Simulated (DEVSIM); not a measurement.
Structure: W/La2O3/SiO2/n-Si capacitor, at 300 K.

| layer (left to right) | material | thickness (nm) | Nd (cm⁻³) |
|---|---|---|---|
| 1 | La2O3 | 15.0 | - |
| 2 | SiO2 | 0.970 | - |
| 3 | Si | 11000 | 2.9e15 |

Metal gate on the left, work function 4.6 eV. Fixed charge at the semiconductor interface -4.2e10 cm⁻² (in units of +e); no interface traps.

Constants are typed, rounded textbook-type inputs, not results; the design itself was drawn at random and stands for no fabricated device. Values at 300 K.

| parameter | La2O3 | SiO2 | Si |
|---|---|---|---|
| gap (eV) | 5.8 | 9 | 1.124 |
| affinity (eV) | 1.8 | 0.9 | 4.05 |
| permittivity | 27 | 3.9 | 11.7 |
| Nc (cm⁻³) | - | - | 2.86e19 |
| Nv (cm⁻³) | - | - | 3.1e19 |

DEVSIM, 1D Poisson equation in equilibrium, Boltzmann statistics, complete ionisation; no quantum confinement or tunnelling. Metal contacts follow the ideal Schottky-Mott rule: no Fermi-level pinning, no interface dipoles.

The gate work function was swept, all else fixed.

| gate work function (eV) | threshold voltage (band bending 2φF) (V) | minimum of the low-frequency capacitance (μF/cm²) | flat-band voltage (V) |
|---|---|---|---|
| 4.3 | -0.65 | 0.0222 | 0.02 |
| 4.45 | -0.50 | 0.0215 | 0.17 |
| 4.6 | -0.35 | 0.0222 | 0.32 |
| 4.75 | -0.20 | 0.0215 | 0.47 |
| 4.9 | -0.05 | 0.0222 | 0.62 |

From the first row to the last the threshold voltage (band bending 2φF) goes from -0.65 to -0.05.
